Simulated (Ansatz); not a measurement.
Worked example: self-consistent single point of ScF₃ (R3, 4 atoms in the cell) in Ansatz (a quantum-chemistry and plane-wave program).

Computed with LDA (PW92), default PAW files made with PBE (plane waves; Ansatz).

The change in words: lattice scaled by 0.98. Reference geometry:
```
ScF3
1.0
    2.86541     1.65434     2.33814
   -2.86541     1.65434     2.33814
    0.00000    -3.30869     2.33814
Sc F
1 3
Direct
  0.00713   0.00713   0.00713
  0.50000   0.00193   0.99807
  0.99807   0.50000   0.00193
  0.00193   0.99807   0.50000
```

Reference input (self-consistent single point, DFT, LDA (PW92), plane waves, default PAW files made with PBE): basis.ecutwfc = 420 eV; kpoints.mp_grid.grid = 6 6 6; hamiltonian.xc = lda; hamiltonian.pseudopotentials = {kind: paw} (the program's default PAW files); scf.occupations.method = fixed. This run's input differs from it in these lines:

```diff
@@ -3,5 +3,5 @@
   lattice:
-    - [2.865411, 1.654345, 2.338140]
-    - [-2.865411, 1.654345, 2.338140]
-    - [0.000000, -3.308691, 2.338140]
+    - [2.808103, 1.621258, 2.291377]
+    - [-2.808103, 1.621258, 2.291377]
+    - [0.000000, -3.242517, 2.291377]
   atoms:
```

Output, abridged:

```
SCF iter   1: F=—  HF=-4477.833467 eV  |F-HF|=—  |Δ(HF+E_count)|=         —  Δρ=1.84e-2  dr2=1.53e-1  ethr=1.77e-3  ⟨swp⟩=3.4  Hψ=3293  notcnv=0  defer=50
all-band conjugate gradients solve this SCF's bands
preconditioner: auto → Resta (q_TF=auto, 2.440 Å⁻¹)
SCF iter   2: F=—  HF=-4477.793953 eV  |F-HF|=—  |Δ(HF+E_count)|=   3.95e-2  Δρ=5.87e-3  dr2=8.33e-3  ethr=4.77e-4  ⟨swp⟩=2.0  Hψ=1565  notcnv=0  defer=63
SCF iter   3: F=—  HF=-4477.791491 eV  |F-HF|=—  |Δ(HF+E_count)|=   2.46e-3  Δρ=1.95e-3  dr2=1.29e-3  ethr=2.60e-5  ⟨swp⟩=2.0  Hψ=1257  notcnv=0  defer=63
SCF iter   4: F=—  HF=-4477.791106 eV  |F-HF|=—  |Δ(HF+E_count)|=   3.86e-4  Δρ=3.16e-4  dr2=4.82e-5  ethr=4.03e-6  ⟨swp⟩=2.4  Hψ=1466  notcnv=0  defer=74
SCF iter   5: F=—  HF=-4477.791103 eV  |F-HF|=—  |Δ(HF+E_count)|=   3.13e-6  Δρ=3.89e-5  dr2=1.26e-6  ethr=1.51e-7  ⟨swp⟩=2.0  Hψ=1188  notcnv=0  defer=2
SCF iter   6: F=—  HF=-4477.791104 eV  |F-HF|=—  |Δ(HF+E_count)|=   1.53e-6  Δρ=1.31e-5  dr2=1.31e-7  ethr=3.13e-10  ⟨swp⟩=6.5  Hψ=3662  notcnv=0
SCF iter   7: F=-4477.791104 eV  HF=-4477.791104 eV  |F-HF|=1.77e-8  |Δ(HF+E_count)|=   1.15e-7  Δρ=2.86e-6  dr2=6.29e-9  ethr=3.13e-10  ⟨swp⟩=5.0  Hψ=3130  notcnv=0
SCF 1 converged in 7 iterations: F = -4477.791104 eV  dr2 = 6.29e-9
Free energy (F): -4477.791104 eV
Internal energy: -4477.791104 eV  (E = F + TS)
E sigma→0 (E₀):  -4477.791104 eV
Fermi energy:    -0.366497 eV
--- Forces (eV/Å), atoms counted from 1 ---
  atom   1  Sc     0.00000000     0.00000004    -0.49557085
  atom   2  F      0.20163701     0.10331711     0.16519609
  atom   3  F     -0.19029376     0.12296420     0.16519609
  atom   4  F     -0.01134326    -0.22628135     0.16519607
--- Stress (GPa, compression-positive) ---
        0.361406       0.000000      -0.000000
       -0.000000       0.361406       0.000000
       -0.000000       0.000000       0.284580
  P = ⅓ Tr σ = 0.3358 GPa (3.358 kbar)
  The stress holds the Pulay correction. Without it, at fixed plane waves, as pw.x and ABINIT print it: P = -0.4489 GPa
```

The run converged in 7 iterations. Against the reference run the free energy goes down by 16.2 meV/atom, the pressure goes from -5.38 to 0.34 GPa, the largest force goes from 0.354 to 0.496 eV/Å and the gap on the mesh goes from 6.089 to 6.397 eV.

The starting cell comes from a database of computed structures (which also holds hypothetical and non-ambient phases and stackings), without a prior relaxation at this level. Its lattice was rescaled by up to half a per cent. One atom was moved a little off its site on purpose. For this run, on top of that: lattice scaled by 0.98. Ansatz's pressure includes its estimate of the finite-basis (Pulay) stress. Without the estimate this run gives -0.45 GPa.

Keys are those of Ansatz 0.2.
